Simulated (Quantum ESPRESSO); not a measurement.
A working Quantum ESPRESSO input for YCu2 (Cmcm, 12 atoms in the cell) (DFT, PBEsol, plane waves, PSlibrary ultrasoft (PBE) pseudopotentials):

```fortran
&control
   calculation = 'scf'
   outdir = './tmp'
   pseudo_dir = './'
   verbosity = 'high'
   tprnfor = .true.
   tstress = .true.
/
&system
   ibrav = 0
   nat = 12
   ntyp = 2
   ecutwfc = 50
   ecutrho = 350
   occupations = 'smearing'
   smearing = 'gauss'
   degauss = 0.0073499
   input_dft = 'pbesol'
/
&electrons
   conv_thr = 1.0d-10
   mixing_beta = 0.3
/
ATOMIC_SPECIES
Y     88.9058  Y.pbe-spn-rrkjus_psl.1.0.0.UPF
Cu    63.5460  Cu.pbe-dn-rrkjus_psl.1.0.0.UPF
CELL_PARAMETERS bohr
   5.079430755    -8.754796889     0.000000000
   5.079430755     8.754796889     0.000000000
   0.000000000     0.000000000    16.140279332
ATOMIC_POSITIONS angstrom
Y     2.687919000   -1.545515090    8.049358715
Y     2.687919000    1.545515090    0.491709285
Y     2.687919000    1.545515090    3.778824715
Y     2.687919000   -1.545515090    4.762243285
Cu    0.000000000    0.000000000    0.000000000
Cu    0.000000000    0.000000000    4.270534000
Cu    4.040748633    0.768587990    6.405801000
Cu    1.335089367   -0.768587990    2.135267000
Cu    4.040748633   -0.768587990    2.135267000
Cu    1.335089367    0.768587990    6.405801000
Cu    2.687919000    3.099554605    6.405801000
Cu    2.687919000   -3.099554605    2.135267000
K_POINTS automatic
6 6 3  0 0 0
```

The run converged in 16 iterations: free energy E − TS -17849.2966 eV; Fermi level (on the code's own zero) 11.57 eV; pressure -7.63 GPa; largest force (vector length) 0.213 eV/Å. Each of these slips is then made, one at a time:

(1)
```diff
+   electron_maxstep = 5
```

(2)
```diff
-   5.079430755    -8.754796889     0.000000000
-   5.079430755     8.754796889     0.000000000
-   0.000000000     0.000000000    16.140279332
+   2.687918094    -4.632839339     0.000000000
+   2.687918094     4.632839339     0.000000000
+   0.000000000     0.000000000     8.541068865
```

Task: How does each altered input end?

Result: 
(1) An iteration limit that is too low. The run ended unconverged after 5 iterations.

(2) Cell lengths in the wrong unit (bohr against Å). The run converged in 17 iterations without an error; against the sound input the free energy goes up by 5100 eV/atom and the pressure goes from -7.63 to 148300 GPa.

The starting cell comes from a database of computed structures (which also holds hypothetical and non-ambient phases and stackings), without a prior relaxation at this level. Its lattice was rescaled by a random factor within 2.5 % of one. Spin polarisation is off. In the base run, with a pressure of about -8 GPa the cell is away from its equilibrium volume at this level.

Left out of this page: 2 runs of the series outside the window shown, repeating another row's setting, or not comparable; 1 run of the series stopped by limits of time or memory.
